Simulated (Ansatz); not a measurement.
Structure of amorphous hafnium silicate (Hf10Si10O40) (periodic cell):

```xyz
60
Lattice="9.7028 0.1710 0.1958 0.1710 9.5507 -0.0046 0.1958 -0.0046 9.4675" Properties=species:S:1:pos:R:3 pbc="T T T"
Hf     3.5950     1.9954     8.2335
Hf     9.9251     8.2594     6.1595
Hf     4.9438     7.7627     8.8811
Hf     7.0567     9.2739     1.6934
Hf     1.9481     3.7511     1.3004
Hf     3.3741     8.3069     4.0611
Hf     9.1947     1.9591     3.7698
Hf     1.7165     5.7386     8.2628
Hf     0.3102     6.7188     2.3925
Hf     9.7439     1.7921     7.1831
Si     7.2655     7.6317     4.6817
Si     6.6987     2.7663     7.5475
Si     8.8533     8.2263     8.9534
Si     3.8830     3.6672     5.2791
Si     4.7136     5.7197     2.2182
Si     4.1496     1.0581     1.8596
Si     5.6670     0.1314     6.3157
Si     6.0854     3.1643     3.1134
Si     1.0293     4.4111     4.9771
Si     5.9232     5.5224     6.3827
O      4.8994     9.6088     7.7052
O      5.8043     6.6444     7.5279
O      7.2540     8.5460     9.1493
O      6.4681     1.5682     6.3942
O      5.1417     6.6093     0.9410
O      2.0832     8.0486     5.6003
O      4.3733     6.7015     3.4773
O      2.5232     3.9255     8.7322
O      6.7568     8.0943     3.2112
O      5.6828     1.7499     2.2212
O      3.3737     4.8288     1.9756
O      1.6460     1.4604     8.0172
O      0.4462     5.1453     3.6404
O      5.4821     2.7146     8.5989
O      1.1781     5.3330     6.3173
O      4.4035     5.0565     5.9752
O      3.6296     2.5286     6.3780
O      8.3200     0.7136     2.5295
O      8.9279     7.5531     4.4905
O      3.2513     2.0602     0.9282
O      0.8160     5.4771     0.7699
O      8.2054     2.5422     8.1588
O      0.7523     2.5708     2.3409
O      6.7863     4.2142     6.7900
O      4.8537     9.2075     5.1355
O      3.2590     0.5178     3.0681
O      7.5766     3.0582     3.6849
O      4.9657     3.0684     4.2598
O      4.9595     9.3554     1.0045
O      9.5630     7.0295     8.0625
O      8.9752     8.0683     1.1057
O      9.5883     0.6260     5.4434
O      0.1839     3.0321     5.3680
O      5.9302     4.6012     2.3680
O      2.5100     3.9319     4.4756
O      1.8035     7.7557     2.7694
O      3.0799     7.0903     8.5420
O      6.7074     6.1728     5.0933
O      7.1660     8.6524     5.9887
O      9.4385     9.4145     7.9334
```

Computed with PBE, scalar-relativistic without spin-orbit coupling (plane waves to 420 eV, PAW; Ansatz, an electronic-structure program).

A CHGNet melt-quench gave the starting glass, which DFT then relaxed. O atoms were pushed apart under 1.9 Å during the dynamics, to hinder bonds among them. The hot cell started wider than the set density and was brought back towards it in steps. It is the lowest in DFT energy of 2 quenches. It is a model cell: composition and starting density were chosen by hand, and all elements were melted together. No dispersion term was used. Its density started from a set value of 5.40 and ended at 5.12 g/cm³. The quench (nominally 91 K/ps over its main leg) was far faster than any real one, so the model tends to hold more defects than a real film. One small periodic cell is one sample of the glass; other quenches scatter about these values. Volume and shape were free in the relaxation.

Bonds are counted up to Hf-Hf 3.34 Å, Hf-Si 2.89 Å, Hf-O 2.58 Å, Si-Si 2.60 Å, Si-O 1.92 Å, O-O 1.58 Å. Two cations that share two anions don't count as bonded, nor two that share one unless they lie closer than Hf-Hf 3.25 Å, Hf-Si 2.81 Å, Si-Si 2.38 Å.

Give the coordination numbers, mean bond lengths and angles.


| Quantity | Value |
|---|---|
| Mean coordination of Hf by anions | 5.30 (7 with 5, 3 with 6) |
| Mean coordination of Si by anions | 4.00 (10 with 4) |
| Mean coordination of O | 2.33 (27 with 2, 13 with 3) |
| Mean Hf-O bond | 2.091 Å (spread 0.139 Å, 53 counted) |
| Mean Si-O bond | 1.641 Å (spread 0.031 Å, 40 counted) |
| Bond angle at Hf | mean 105.2°, spread 27.1° |
| Bond angle at Si | mean 109.5°, spread 7.3° |
| Bond angle at O | mean 129.6°, spread 21.0° |

List the pairs of like atoms that count as bonded by the rules above.

There are none by these rules.

What Bader charges do the atoms carry, from a run on the zone centre alone?

Means (range): Hf +2.63 e (+2.58 to +2.68), Si +3.26 e (+3.22 to +3.29), O -1.47 e (-1.66 to -1.21).
```json
[
 {"atom": "Hf1", "charge (e)": "+2.68"},
 {"atom": "Hf2", "charge (e)": "+2.58"},
 {"atom": "Hf3", "charge (e)": "+2.68"},
 {"atom": "Hf4", "charge (e)": "+2.61"},
 {"atom": "Hf5", "charge (e)": "+2.62"},
 {"atom": "Hf6", "charge (e)": "+2.67"},
 {"atom": "Hf7", "charge (e)": "+2.62"},
 {"atom": "Hf8", "charge (e)": "+2.62"},
 {"atom": "Hf9", "charge (e)": "+2.60"},
 {"atom": "Hf10", "charge (e)": "+2.59"},
 {"atom": "Si11", "charge (e)": "+3.25"},
 {"atom": "Si12", "charge (e)": "+3.26"},
 {"atom": "Si13", "charge (e)": "+3.22"},
 {"atom": "Si14", "charge (e)": "+3.29"},
 {"atom": "Si15", "charge (e)": "+3.27"},
 {"atom": "Si16", "charge (e)": "+3.24"},
 {"atom": "Si17", "charge (e)": "+3.23"},
 {"atom": "Si18", "charge (e)": "+3.27"},
 {"atom": "Si19", "charge (e)": "+3.26"},
 {"atom": "Si20", "charge (e)": "+3.28"},
 {"atom": "O21", "charge (e)": "-1.52"},
 {"atom": "O22", "charge (e)": "-1.47"},
 {"atom": "O23", "charge (e)": "-1.50"},
 {"atom": "O24", "charge (e)": "-1.65"},
 {"atom": "O25", "charge (e)": "-1.47"},
 {"atom": "O26", "charge (e)": "-1.22"},
 {"atom": "O27", "charge (e)": "-1.46"},
 {"atom": "O28", "charge (e)": "-1.30"},
 {"atom": "O29", "charge (e)": "-1.45"},
 {"atom": "O30", "charge (e)": "-1.61"},
 {"atom": "O31", "charge (e)": "-1.44"},
 {"atom": "O32", "charge (e)": "-1.25"},
 {"atom": "O33", "charge (e)": "-1.49"},
 {"atom": "O34", "charge (e)": "-1.50"},
 {"atom": "O35", "charge (e)": "-1.51"},
 {"atom": "O36", "charge (e)": "-1.66"},
 {"atom": "O37", "charge (e)": "-1.46"},
 {"atom": "O38", "charge (e)": "-1.23"},
 {"atom": "O39", "charge (e)": "-1.49"},
 {"atom": "O40", "charge (e)": "-1.52"},
 {"atom": "O41", "charge (e)": "-1.32"},
 {"atom": "O42", "charge (e)": "-1.46"},
 {"atom": "O43", "charge (e)": "-1.24"},
 {"atom": "O44", "charge (e)": "-1.65"},
 {"atom": "O45", "charge (e)": "-1.50"},
 {"atom": "O46", "charge (e)": "-1.49"},
 {"atom": "O47", "charge (e)": "-1.46"},
 {"atom": "O48", "charge (e)": "-1.66"},
 {"atom": "O49", "charge (e)": "-1.53"},
 {"atom": "O50", "charge (e)": "-1.50"},
 {"atom": "O51", "charge (e)": "-1.51"},
 {"atom": "O52", "charge (e)": "-1.31"},
 {"atom": "O53", "charge (e)": "-1.52"},
 {"atom": "O54", "charge (e)": "-1.64"},
 {"atom": "O55", "charge (e)": "-1.66"},
 {"atom": "O56", "charge (e)": "-1.21"},
 {"atom": "O57", "charge (e)": "-1.24"},
 {"atom": "O58", "charge (e)": "-1.64"},
 {"atom": "O59", "charge (e)": "-1.64"},
 {"atom": "O60", "charge (e)": "-1.48"}
]
```
